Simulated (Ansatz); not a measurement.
The cell is made up: elements placed on another compound's structure type, so the phase may be hypothetical.

Given:

```xyz
8
Lattice="3.3618 0.0000 0.0000 0.0000 8.2465 0.0000 0.0000 4.1232 4.1232" Properties=species:S:1:pos:R:3 pbc="T T T"
B      0.0000     5.5858     0.0000
B      0.0000     2.6606     0.0000
B      1.6809     4.1232     2.6606
B      1.6809     8.2465     1.4626
As     0.0000     8.2465     2.6248
As     0.0000     4.1232     1.4984
As     1.6809     6.7481     0.0000
As     1.6809     1.4984     0.0000
```

Space group of this cell: P4_2/mnm. The cell was relaxed by PBE-D3(BJ); by r2SCAN its mean pressure is 1.5 GPa.

Transport runs along the normal of the first two printed cell vectors.

The gap is the functional's own. No spin-orbit coupling. Mid-gap values are interpolated on the energy grid.

### Question
State the band gap and the smallest decay constant κ at mid-gap according to r2SCAN in Ansatz (a quantum-chemistry and plane-wave program).

### Answer
Gap 0.86 eV on a 10×8×8 mesh; κ = 0.121 1/Å, at the zone centre.
